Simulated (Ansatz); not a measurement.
Band structure of Mg₃Zn (Pm-3m, 4 atoms in the cell).

```
Mg3Zn
1.0
    4.27552     0.00000     0.00000
    0.00000     4.27552     0.00000
    0.00000     0.00000     4.27552
Mg Zn
3 1
Direct
  0.50000   0.50000   0.00000
  0.00000   0.50000   0.50000
  0.50000   0.00000   0.50000
  0.00000   0.00000   0.00000
```

Method of the run: LDA (PW92), PAW files made with PBE (plane waves; Ansatz, a quantum-chemistry and plane-wave program).

Settings: basis.ecutwfc = 420 eV; kpoints.mp_grid.grid = 6 6 6; hamiltonian.xc = lda; hamiltonian.pseudopotentials = {kind: paw} (the program's default PAW files); scf.occupations.method = fermi_dirac; scf.occupations.width = 0.05 eV; kpoints.band_path.npoints = 8.

The starting cell comes from a database of computed structures (which also holds hypothetical and non-ambient phases and stackings), without a prior relaxation at this level.

Levels in eV from the Fermi level, bands 18 to 25:
```json
[
 {"point": "Γ", "18": "-7.09", "19": "-0.22", "20": "-0.22", "21": "-0.22", "22": "-0.18", "23": "1.84", "24": "1.84", "25": "7.30"},
 {"point": "X", "18": "-5.99", "19": "-5.43", "20": "1.43", "21": "1.43", "22": "1.99", "23": "2.14", "24": "2.14", "25": "2.91"},
 {"point": "M", "18": "-4.48", "19": "-3.45", "20": "-3.45", "21": "-3.18", "22": "2.95", "23": "3.53", "24": "4.26", "25": "4.26"},
 {"point": "R", "18": "-3.08", "19": "-1.85", "20": "-1.85", "21": "-1.85", "22": "-1.83", "23": "-0.67", "24": "-0.67", "25": "-0.67"}
]
```

Bands cross the Fermi level along this path, so the cell is metallic at this level.

Keys are those of Ansatz 0.2.
